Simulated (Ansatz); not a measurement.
Pressure series in KF

Base system: KF in the rock salt structure (space group Fm-3m, No. 225; a = 5.4208 Å).

Cell and atoms are relaxed at each pressure.

All numbers come from plane-wave PAW DFT at the PBE level (Ansatz, an electronic-structure program, 420 eV), scalar-relativistic without spin-orbit coupling.

Candidates:
(a) pressure 15 GPa
(b) pressure 22.5 GPa
(c) pressure −1 GPa
(d) pressure 30 GPa
(e) pressure 2.1 GPa

For the base:

* **Band gap**: 5.96 eV

Problem. Order them by band gap, lowest first.

Solution. (c) pressure −1 GPa (5.78 eV), (e) pressure 2.1 GPa (6.28 eV), (a) pressure 15 GPa (7.51 eV), (b) pressure 22.5 GPa (7.93 eV), (d) pressure 30 GPa (8.00 eV)

Load acts through the strain it causes; cell and atoms are relaxed under it. Stability against distortions was not tested. No other phases were tried under pressure.
